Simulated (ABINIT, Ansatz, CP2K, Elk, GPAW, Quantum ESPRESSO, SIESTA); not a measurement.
**Code comparison for CdTe (F-43m, 2 atoms in the cell)**

Self-consistent single point.

```xyz
2
Lattice="0.0000 3.2920 3.2920 3.2920 0.0000 3.2920 3.2920 3.2920 0.0000" Properties=species:S:1:pos:R:3 pbc="T T T"
Cd     0.0000     0.0000     0.0000
Te     1.6460     1.6460     1.6460
```

All programs got the same cell, k-point mesh and kind of occupations (some realise fixed ones as a very narrow smearing) (in Ansatz's words: kpoints.mp_grid.grid = 9 9 9; scf.occupations.method = fixed); potentials, basis and cutoffs are each program's usual ones.

```tsv
code	model	pressure (GPa)	gap on the mesh (eV)	k-points	cutoff
Ansatz	PBE, default PAW files	0.53	0.631	35	420 eV
CP2K	PBE, GPW, DZVP-MOLOPT-SR-GTH basis, GTH-PBE potentials (GTH_POTENTIALS)	1.15	0.693	365	grid 500 Ry
SIESTA	GGA PBE, numerical atomic orbitals TZP, PseudoDojo PBE standard norm-conserving potentials (rewritten from UPF to PSML)	-1.37	0.734	365	grid 400 Ry
GPAW	PBE, GPAW PAW datasets PBE (gpaw-data 1.0.1)	0.19	0.631	35	550 eV
ABINIT	PBE, PAW (JTH v2.0 PBE PAW)	0.58	0.635	35	40 Ry
Quantum ESPRESSO	PBE, SSSP 1.1.2 precision (PBE) pseudopotentials	0.45	0.627	35	55 Ry
Elk	PBE, all-electron FP-LAPW, Elk's shipped species files, default APW+lo basis	–	0.582	55	default
```

A dash marks a value that a program does not give, or that is left out as unsure.

Gaps are read on the mesh.

The spread over the programs that give each value: pressure within 2.52 GPa; gap on the mesh within 0.152 eV.

The starting cell comes from a database of computed structures (which also holds hypothetical and non-ambient phases and stackings), without a prior relaxation at this level. Its lattice was rescaled by a random factor within 2.5 % of one. On Ansatz's run: Spin-orbit coupling is off.

Task: Why do the programs differ, and what cannot be compared?

Result: Differences of this kind can come from the potentials, where these differ, and from what each basis and cutoff leave unconverged. The valence holds different numbers of electrons (Ansatz (an electronic-structure program) 36, CP2K 18, SIESTA 36, GPAW 18, ABINIT 18, Quantum ESPRESSO 18). The zero of total energies and Fermi levels follows the potentials and each program's conventions, so they are not compared here. CP2K and SIESTA use small atom-centred bases, whose incompleteness enters pressures, forces and empty levels differently from a plane-wave cutoff. Elk treats all electrons, but the usual bases taken here (sphere radii, linearisation, local orbitals, empty states) were not tested for convergence, so the values are no reference for the others. Ansatz's pressure is given at a fixed set of plane waves, as the other plane-wave codes print theirs; with its correction for the finite basis it is 0.57 GPa. The programs reduce the same mesh by symmetry to different extents, which changes the work and not the result. In the pressure, SIESTA (by 1.87) lies more than 1 GPa from the median of the plane-wave programs.

Left out of this page: FLEUR (with a known weakness of the program).

Keys are those of Ansatz 0.2.
